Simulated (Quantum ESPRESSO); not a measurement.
**σyy against uniaxial strain in CsCl-type RuAl (space group 221): C12 (Quantum ESPRESSO, PBEsol)**

```yaml
crystal:
  lattice:
    - [2.93112, 0.00000, 0.00000]
    - [0.00000, 2.97576, 0.00000]
    - [0.00000, 0.00000, 2.97576]
  atoms:
    - { symbol: Al, position: [0.50000, 0.50000, 0.50000] }
    - { symbol: Ru, position: [0.00000, 0.00000, 0.00000] }
```

Computed with PBEsol, GBRV 1.5 ultrasoft (PBESOL) pseudopotentials (plane waves; Quantum ESPRESSO). Settings: ecutwfc = 52 Ry; ecutrho = 416 Ry; occupations = smearing; smearing = fd; degauss = 0.0036749 Ry; potentials = {Al: al_pbesol_v1.uspp.F.UPF, Ru: ru_pbesol_v1.2.uspp.F.UPF}; K_POINTS = automatic 22 22 22 0 0 0; conv_thr = 1e-10 Ry. The cell above is the first row's. The rows stretch one cube axis (x) by the strain ε and hold the other two. Stress is positive in tension. In all rows fractional positions and the k mesh are held.

| ε (%) | σyy (GPa) |
|---|---|
| -1.5 | ? |
| -1.0 | -1.64 |
| -0.5 | -0.80 |
| 0.0 | 0.02 |
| 0.5 | 0.80 |
| 1.0 | 1.58 |
| 1.5 | 2.33 |
| 2.0 | 3.06 |

Taking a parabola for σyy over the 7 complete rows: Least squares gives σyy = 0.014 + 1.6086·ε - 0.0429·ε². Residuals (row less fit): -0.002, 0.001, 0.006, -0.008, 0.000, 0.000, 0.000; standard error 0.005 (degrees of freedom: 4). The slope at ε = 0, 1.6086 GPa per cent, gives C12 ≈ 100 × 1.6086 = 161 GPa, for the static lattice.

Q: Estimate the missing σyy (ε = -1.5); what did the run itself give?

A: σyy = 0.014 + 1.6086 × (-1.5) - 0.0429 × (-1.5)² = -2.495 GPa. The calculation gives -2.50 GPa, which the fit meets to the printed digits. The row lies outside the fitted rows, so this is an extrapolation. From the scatter of the fitted rows alone, a prediction at this place has a standard error of 0.009 GPa, so the miss is 0.5 times that.

Carrying the step between the two nearest rows on in a straight line would have given -2.48, off by 0.02; series whose last step already gives the withheld value aren't shown. The reference cell has the volume at which an earlier scan in this program and functional put its minimum by a fit. The runs keep the symmetry of the cell, so they don't test it for distortions. The unstrained cell stands at a pressure of -0.02 GPa, and the constants belong to that pressure. By symmetry this strain leaves no force on the atoms; the largest in the rows is 0.000 eV/Å. Spin polarisation is off. Without a gap such slopes are sensitive to mesh and smearing. Cutoffs and mesh are single choices, not tested for convergence of this quantity. Series with a scatter that would blur these digits, or in which a gap closes, are not shown. Strain series were run only where this level's volume lies within 10 % of a first guess from the measured size.
